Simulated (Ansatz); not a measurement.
System: AlB2-type ZrB2. Method: revPBE in Ansatz (PAW).

Run with plane-wave cutoff 520 eV, 24×24×16 k mesh (along the axes of the cell as run), Fermi–Dirac smearing 0.05 eV, scalar-relativistic PAW data made under PBE.

Cell (relaxed at this level):

```yaml
crystal:
  lattice:
    - [1.59169, -2.75689, 0.00000]
    - [1.59169, 2.75689, 0.00000]
    - [0.00000, 0.00000, 3.55484]
  atoms:
    - { symbol: Zr, position: [0.00000, 0.00000, 0.00000] }
    - { symbol: B, position: [0.33333, 0.66667, 0.50000] }
    - { symbol: B, position: [0.66667, 0.33333, 0.50000] }
```

Problem. Estimate the bulk modulus B0 and pressure derivative B′ of the bulk modulus that the calculation returns.

Solution. 
- bulk modulus B0: 231 GPa
- pressure derivative B′ of the bulk modulus: 4.0

The run finds no gap.

Note: the bulk modulus comes from volumes at which shape and atoms were relaxed.

Ansatz is a quantum-chemistry and plane-wave program.
